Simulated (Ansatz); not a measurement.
The parent structure is BC5 (space group I-4m2, No. 119; a = 2.513 Å, c = 11.411 Å; a cell from a computed database, its experimental status unchecked). Axes: x, y, z lie along a, b, c of the conventional cell.

(Cell as relaxed with PBE.)

Levels (all Ansatz, an electronic-structure program, PAW): PBE (420 eV, spin-orbit coupling left out); PBEsol (420 eV, no spin-orbit coupling).

Each level relaxes its own structure.

```
base                     PBE   PBEsol
-------------------  -------  -------
volume per atom      6.01 Å³  5.92 Å³
lattice parameter a  2.513 Å  2.499 Å
band gap                zero     zero
```

Perturbation: biaxial strain +4.96 %, plane normal [001], relaxed out of plane (Cartesian); in-plane vectors clamped, the third vector and the atoms free.

```json
[
 {"quantity": "energy relative to the base (free energy F)", "PBE": "+70 meV/atom", "PBEsol": "+71 meV/atom"},
 {"quantity": "pressure (mean of the normal stresses, compression positive)", "PBE": "-23.3 GPa", "PBEsol": "-23.9 GPa"},
 {"quantity": "shortest interatomic distance", "PBE": "1.573 Å", "PBEsol": "1.563 Å"}
]
```

PBE's energy relative to the base lies 0.5 meV/atom below PBEsol's; PBE's pressure lies 0.53 GPa above PBEsol's; PBE's shortest interatomic distance lies 0.0094 Å above PBEsol's (0.6 %). Neither level is exact; PBEsol is the comparison here, not a measurement.

Without a gap, meshes like the base's 20×20×20 leave anisotropic stresses uncertain by several tenths of a GPa, and small strain energies with them. Whether these cells are dynamically stable was not tested. The final runs are not spin-polarised. An odd electron count without spin: BC5.
